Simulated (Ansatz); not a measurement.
## P (model structure, started from the lonsdaleite type, P6₃/mmc, No. 194, 4 atoms in the cell)

The numbers are results of r²SCAN+rVV10 (plane waves, PAW; Ansatz, an electronic-structure program), not measurements.

Settings: plane-wave cutoff 560 eV, 18×18×10 k mesh (along the axes of the cell as run), Fermi–Dirac smearing 0.05 eV, scalar-relativistic PAW data made under PBE.

Cell (relaxed at this level):

Space group P6₃/mmc (No. 194); a = b = 3.262 Å, c = 10.686 Å, α = β = 90.00°, γ = 120.00°

```csv
atom,site,symmetry,x,y,z
P,4f,3m.,0.3333,0.6667,0.0575
```

```yaml
band_gap: 1.26 eV (indirect)
smallest_direct_gap_on_the_k_points_sampled: 1.70 eV
"Γ–Γ gap": 3.67 eV
```

Note: the relaxation could raise the start's symmetry but not lower it, so the cell can be a saddle point.

The computed numbers hold no vibrational or temperature effects.

The result took roughly 40 core-seconds.

A model structure was made by putting elements into a prototype or built by hand; it is no filed structure, need not be a known phase, and can be a saddle point held by its symmetry.
